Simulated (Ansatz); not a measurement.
Consider BeTe in the zinc blende structure (space group F-43m, No. 216).

```yaml
crystal:
  lattice:
    - [0.00000, 2.77712, 2.77712]
    - [2.77712, 0.00000, 2.77712]
    - [2.77712, 2.77712, 0.00000]
  atoms:
    - { symbol: Be, position: [0.00000, 0.00000, 0.00000] }
    - { symbol: Te, position: [0.25000, 0.25000, 0.25000] }
```

Cartesian axes are those of the cell as printed.

The values are results of LDA (Ansatz, a program for electronic structure; PAW; 420 eV plane waves; no SOC), not measurements.

One thing is altered: the cell is compressed by 0.50 % along z with no lateral relaxation, atoms relaxed at fixed cell.

Predict the stress tensor and what it implies for the stiffness.

Stress of the strained cell less that of the base (GPa, compression positive):
```
   0.22    0.00    0.00
   0.00    0.22    0.00
   0.00    0.00    0.53
```

Then −Δσ_ii/ε with ε = -0.0050 gives relaxed-ion elastic constants: C33 ≈ 106 GPa.

Whether these cells are dynamically stable was not tested.
